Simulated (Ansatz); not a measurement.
Pressure series in SiC

The parent structure is SiC (space group P6_3mc, No. 186).

```yaml
crystal:
  lattice:
    - [3.07761, 0.00000, 0.00000]
    - [-1.53880, 2.66529, 0.00000]
    - [0.00000, 0.00000, 10.07629]
  atoms:
    - { symbol: Si, position: [0.00000, 0.00000, 0.00030] }
    - { symbol: Si, position: [0.00000, 0.00000, 0.50030] }
    - { symbol: Si, position: [0.66667, 0.33333, 0.75025] }
    - { symbol: Si, position: [0.33333, 0.66667, 0.25025] }
    - { symbol: C, position: [0.00000, 0.00000, 0.81287] }
    - { symbol: C, position: [0.00000, 0.00000, 0.31287] }
    - { symbol: C, position: [0.66667, 0.33333, 0.56221] }
    - { symbol: C, position: [0.33333, 0.66667, 0.06221] }
```

Cell and atoms are relaxed at each pressure.

Computed with r2SCAN (Ansatz, a program for electronic structure; PAW; 500 eV plane waves; without spin-orbit coupling).

```json
[
 {"pressure (GPa)": "-2", "volume per atom (Å³/atom)": "10.424"},
 {"pressure (GPa)": "-1", "volume per atom (Å³/atom)": "10.377"},
 {"pressure (GPa)": "0", "volume per atom (Å³/atom)": "10.332"},
 {"pressure (GPa)": "0.9", "volume per atom (Å³/atom)": "10.291"},
 {"pressure (GPa)": "2.1", "volume per atom (Å³/atom)": "10.239"},
 {"pressure (GPa)": "4.5", "volume per atom (Å³/atom)": "10.136"},
 {"pressure (GPa)": "9", "volume per atom (Å³/atom)": "?"},
 {"pressure (GPa)": "15", "volume per atom (Å³/atom)": "9.741"},
 {"pressure (GPa)": "30", "volume per atom (Å³/atom)": "9.281"}
]
```

**Question.** Fit the third-order Birch–Murnaghan form P(V) = (3B₀/2)[(V₀/V)^(7/3) − (V₀/V)^(5/3)]·[1 + (3/4)(B₀′ − 4)((V₀/V)^(2/3) − 1)] (squares taken in P) to the rows shown and predict the withheld row.

**Answer.** Least squares on the printed values gives V₀ = 10.332 Å³/atom, B₀ = 228 GPa, B₀′ = 3.9; this predicts 9.958 Å³/atom, and the run gives 9.958 Å³/atom, in agreement.

Load acts through the strain it causes; cell and atoms are relaxed under it. Whether these cells are dynamically stable was not tested. Competing high-pressure phases were not computed.
